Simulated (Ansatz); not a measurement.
## BaTiO3, response to strain and stress

The reference is BaTiO₃ in the cubic perovskite structure (space group Pm-3m, No. 221; a = 3.994 Å). Axes: x, y, z lie along the cube axes.

Strains are applied to the cell and any free atomic positions relax; under biaxial strain the out-of-plane vector relaxes too; under stress the whole cell relaxes.

Method: r2SCAN (Ansatz, an electronic-structure program, PAW, spin-orbit coupling left out).

Candidates:
(a) uniaxial stress, 0.5 GPa tension along z
(b) biaxial strain −0.52 %, plane normal [001], relaxed out of plane
(c) isotropic strain +5.49 %
(d) biaxial strain −4.07 %, plane normal [110], relaxed out of plane
(e) biaxial strain +2.48 %, plane normal [111], relaxed out of plane

Notes on the quantities. energy relative to the base: free energy F.

Question: Order them by energy relative to the base, lowest first.

Answer: (a) uniaxial stress, 0.5 GPa tension along z (0.0 meV/atom), (b) biaxial strain −0.52 %, plane normal [001], relaxed out of plane (+0.8 meV/atom), (e) biaxial strain +2.48 %, plane normal [111], relaxed out of plane (+19 meV/atom), (d) biaxial strain −4.07 %, plane normal [110], relaxed out of plane (+57 meV/atom), (c) isotropic strain +5.49 % (+162 meV/atom)

Beyond what the load breaks, stability against distortions was not tested. The final runs are not spin-polarised. Many cubic perovskites are stable only at high temperature; tilts and polar distortions were not tested. This is not the structure that BaTiO3 has at room temperature and ambient pressure.
